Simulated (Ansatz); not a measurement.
Levels about the gap of amorphous silicon oxynitride (Si₅₄O₄₈N₄₀) (142 atoms in a cell of 1883 Å³, 2.51 g/cm³; zone centre alone, so wide bands show as single levels with stretches between that a denser mesh fills), at the geometry that PBE relaxed, where it gives -1.9 GPa on a denser mesh. The participation number counts the atoms over which a state spreads; weights are charges in smoothed Voronoi cells. The levels come from a single point, so bond lengths are those of that geometry. Method of the levels: PBE, scalar-relativistic without spin-orbit coupling (Ansatz, a program for electronic structure). Sampling: the zone centre alone; Fermi-Dirac width 0.02 eV; no spin polarisation. At PBE the levels at the filled edge of the gap are localised (band-tail or defect states), and the nearest spread-out levels lie 3.4 eV apart at the zone centre.

The cell was made by melting and quenching with the CHGNet potential and then relaxed with DFT. O and N atoms were pushed apart under 1.9 Å during the dynamics, to hinder bonds among them. The hot cell started wider than the set density and was brought back towards it in steps. It is the lowest in DFT energy of 4 quenches. It is a model cell: composition and starting density were chosen by hand, and all elements were melted together. No dispersion term was used. Its density started from a set value of 2.51 and ended at 2.51 g/cm³. The simulated quench (nominally 180 K/ps over its main leg) is rapid and tends to freeze in more defects than a deposited or slowly cooled glass has. A cell of this size samples the disorder only roughly. The volume was held where the preparation left it and the shape relaxed, at a PBE pressure of -1.9 GPa (tension). Stress components on the final sampling reach 1.9 GPa.

```csv
"E - E(highest filled), eV",filling,participation number,largest on,weight N,weight Si,weight O
-0.98,filled,5.8,"N, 3 neighbours",0.79,0.09,0.12
-0.91,filled,21.2,"N, 3 neighbours",0.78,0.09,0.13
-0.70,filled,11.2,"N, 3 neighbours",0.84,0.09,0.07
-0.54,filled,2.8,"N, 2 neighbours",0.80,0.12,0.08
-0.40,filled,2.9,"N, 2 neighbours",0.77,0.13,0.11
-0.36,filled,2.8,"N, 2 neighbours",0.81,0.12,0.07
0.00,filled,2.2,"N, 2 neighbours",0.75,0.12,0.13
2.50,empty,74.8,"Si, 4 neighbours",0.28,0.42,0.30
3.18,empty,34.8,"Si, 4 neighbours",0.29,0.50,0.22
3.34,empty,31.1,"Si, 4 neighbours",0.34,0.51,0.15
3.56,empty,43.7,"Si, 4 neighbours",0.28,0.49,0.23
3.74,empty,43.7,"Si, 4 neighbours",0.29,0.51,0.20
3.78,empty,44.7,"Si, 4 neighbours",0.27,0.46,0.27
3.81,empty,44.9,"Si, 4 neighbours",0.29,0.52,0.19
```

Most localised among these is the filled level at +0.00 eV, on a N atom, which has 2 neighbours (Si 1.62 Å, Si 1.64 Å).
